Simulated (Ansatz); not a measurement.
# Enthalpy of formation of PtGe2 (model structure, started from the AlB2 type, P6/mmm, No. 191, 3 atoms in the cell) at several levels of theory

No measured value is used here.

```json
[
 {"level (code)": "PBE (Ansatz)", "value (eV/atom)": "…"},
 {"level (code)": "PBEsol (Ansatz)", "value (eV/atom)": "0.218"},
 {"level (code)": "PBE-D3(BJ) (Ansatz)", "value (eV/atom)": "0.213"}
]
```

Complete the blanks.


- PBE (Ansatz, a quantum-chemistry and plane-wave program), value (eV/atom): 0.245

Density-functional levels without +SOC have no spin–orbit coupling, which shifts binding energies of heavy elements. Each level is taken at its own relaxed cell. Ansatz's density-functional and Hartree–Fock values are scalar-relativistic unless marked +SOC, with PAW data made under PBE.

A model structure was made by putting elements into a prototype or built by hand; it is no filed structure, need not be a known phase, and can be a saddle point held by its symmetry.
